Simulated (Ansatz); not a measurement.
Input and output of a self-consistent single point for ScSi (Cm, 4 atoms in the cell) (Ansatz, an electronic-structure program).

Computed with LDA (PW92), default PAW files made with PBE (plane waves; Ansatz).

The change in words: lattice scaled by 0.98. Reference geometry:
```xyz
4
Lattice="1.9870 -4.9287 0.0000 1.9870 4.9287 0.0000 0.0000 0.0000 3.6491" Properties=species:S:1:pos:R:3 pbc="T T T"
Sc     1.9870     3.5565     0.9623
Sc     1.9870    -3.5565     2.7368
Si     1.9870     0.7941     0.9123
Si     1.9870    -0.7941     2.7368
```

Reference input (self-consistent single point, DFT, LDA (PW92), plane waves, default PAW files made with PBE): basis.ecutwfc = 420 eV; kpoints.mp_grid.grid = 9 9 9; hamiltonian.xc = lda; hamiltonian.pseudopotentials = {kind: paw} (the program's default PAW files); scf.occupations.method = fermi_dirac; scf.occupations.width = 0.1 eV. This run's input differs from it in these lines:

```diff
@@ -2,5 +2,5 @@
   lattice:
-    - [1.986975, -4.928723, 0.000000]
-    - [1.986975, 4.928723, 0.000000]
-    - [0.000000, 0.000000, 3.649113]
+    - [1.947236, -4.830149, 0.000000]
+    - [1.947236, 4.830149, 0.000000]
+    - [0.000000, 0.000000, 3.576131]
   atoms:
```

Output (repeated stretches shortened):

```
SCF iter   1: F=—  HF=-5399.048113 eV  |F-HF|=—  |Δ(HF+E_count)|=         —  Δρ=4.84e-3  dr2=8.47e-3  ethr=1.77e-3  ⟨swp⟩=5.2  Hψ=19694  notcnv=0
all-band conjugate gradients solve this SCF's bands
preconditioner: auto → Kerker (q_TF=auto, 2.385 Å⁻¹)
SCF iter   2: F=—  HF=-5399.046985 eV  |F-HF|=—  |Δ(HF+E_count)|=   1.13e-3  Δρ=2.80e-3  dr2=3.30e-3  ethr=2.82e-5  ⟨swp⟩=1.0  Hψ=5542  notcnv=0
SCF iter   3: F=—  HF=-5399.046604 eV  |F-HF|=—  |Δ(HF+E_count)|=   3.81e-4  Δρ=4.51e-4  dr2=1.05e-4  ethr=1.10e-5  ⟨swp⟩=1.9  Hψ=4320  notcnv=0
SCF iter   4: F=—  HF=-5399.046581 eV  |F-HF|=—  |Δ(HF+E_count)|=   2.32e-5  Δρ=1.04e-4  dr2=5.50e-6  ethr=3.49e-7  ⟨swp⟩=2.9  Hψ=7124  notcnv=0
SCF iter   5: F=—  HF=-5399.046581 eV  |F-HF|=—  |Δ(HF+E_count)|=   4.60e-7  Δρ=2.43e-5  dr2=4.90e-7  ethr=1.83e-8  ⟨swp⟩=2.0  Hψ=5235  notcnv=0
SCF iter   6: F=—  HF=-5399.046581 eV  |F-HF|=—  |Δ(HF+E_count)|=   9.17e-8  Δρ=1.01e-5  dr2=1.16e-7  ethr=3.33e-10  ⟨swp⟩=5.6  Hψ=16157  notcnv=0
SCF iter   7: F=-5399.046580 eV  HF=-5399.046580 eV  |F-HF|=1.23e-8  |Δ(HF+E_count)|=   1.85e-8  Δρ=3.81e-6  dr2=1.56e-8  ethr=3.33e-10  ⟨swp⟩=4.9  Hψ=14493  notcnv=0
SCF 1 converged in 7 iterations: F = -5399.046580 eV  dr2 = 1.56e-8
Free energy (F): -5399.046580 eV
Internal energy: -5398.980635 eV  (E = F + TS)
E sigma→0 (E₀):  -5399.013608 eV
Entropy (-TS):   -0.065946 eV (-16.486 meV/atom)
Fermi energy:    11.049591 eV
--- Forces (eV/Å), atoms counted from 1 ---
  atom   1  Sc    -0.00000000    -0.04007571    -0.39830659
  atom   2  Sc     0.00000000     0.02947152     0.07354402
  atom   3  Si    -0.00000000     0.20000120     0.06489160
  atom   4  Si     0.00000000    -0.18939236     0.25987290
--- Stress (GPa, compression-positive) ---
        1.892501       0.000000       0.000000
        0.000000       2.960429       0.607067
        0.000000       0.607067       3.123596
  P = ⅓ Tr σ = 2.6588 GPa (26.588 kbar)
  The stress holds the Pulay correction. Without it, at fixed plane waves, as pw.x and ABINIT print it: P = 2.6285 GPa
```

The run converged in 7 iterations. Against the reference run the free energy falls by 5.9 meV/atom, the pressure goes from -4.10 to 2.66 GPa and the largest force goes from 0.340 to 0.400 eV/Å.

The starting cell comes from a database of computed structures (which also holds hypothetical and non-ambient phases and stackings), without a prior relaxation at this level. Its lattice was rescaled by up to half a per cent. One atom was moved a little off its site on purpose. For this run, on top of that: lattice scaled by 0.98. Ansatz's pressure includes its estimate of the finite-basis (Pulay) stress.

Keys are those of Ansatz 0.2.
